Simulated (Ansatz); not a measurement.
Start from CdS in the wurtzite structure (space group P6_3mc, No. 186).

```yaml
crystal:
  lattice:
    - [4.19659, 0.00000, 0.00000]
    - [-2.09830, 3.63436, 0.00000]
    - [0.00000, 0.00000, 6.83017]
  atoms:
    - { symbol: Cd, position: [0.33333, 0.66667, 0.99917] }
    - { symbol: Cd, position: [0.66667, 0.33333, 0.49917] }
    - { symbol: S, position: [0.33333, 0.66667, 0.37563] }
    - { symbol: S, position: [0.66667, 0.33333, 0.87563] }
```

The values are results of Kohn–Sham DFT with the PBE functional, run in Ansatz (an electronic-structure program) with PAW and 420 eV plane waves, no SOC, earlier PAW set, not measurements.

One change was made to it. Results:

```csv
quantity,base,after
shortest interatomic distance,4.848 bohr,4.517 bohr
band gap,1.11 eV,1.53 eV
width of the top valence band,1.55 eV,2.23 eV
```

What was done to the base?
A) pressure −1 GPa
B) pressure 9 GPa
C) pressure 18 GPa

C, pressure 18 GPa. For comparison, the band gap in the other runs: pressure −1 GPa gives 1.06 eV; pressure 9 GPa gives 1.39 eV.

Load acts through the strain it causes; cell and atoms are relaxed under it. Stability against distortions was not tested. Measured, CdS leaves this structure (for rock salt) near 2.54 GPa (temperature not stated; as listed in Datta, Sujoy, Jana, Debnarayan, arXiv (2020)), on rising pressure, with hysteresis.
